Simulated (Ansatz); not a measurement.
**Bi₂Te₂S (R-3m, No. 166)**

Method: PBEsol (PAW; Ansatz, an electronic-structure program).

Run with plane-wave cutoff 500 eV, 12×12×12 k mesh, Fermi–Dirac smearing 0.05 eV, scalar-relativistic PAW data made under PBE.

Cell (relaxed at this level):

Space group R-3m, hexagonal axes (No. 166); a = 4.2372 Å, b = 4.2372 Å, c = 29.5604 Å, α = 90.00°, β = 90.00°, γ = 120.00°

| atom | site | symmetry | x | y | z |
|---|---|---|---|---|---|
| Bi | 6c | 3m | 0.0000 | 0.0000 | 0.3910 |
| Te | 6c | 3m | 0.0000 | 0.0000 | 0.2152 |
| S | 3a | -3m | 0.0000 | 0.0000 | 0.0000 |
(The calculation used a cell of 5 atoms; values per cell refer to that cell.)

For Bi₂Te₂S (R-3m, No. 166), the band gap is 0.10 eV (under three smearing widths, so not firm).

Note: the cell comes from a level without a dispersion term, which matters for the spacing of layers, chains or molecules.

Spin–orbit coupling is not included; with these elements it can move the gap by several tenths of an eV or more.

Cost on a shared machine: very roughly 7 core-minutes.
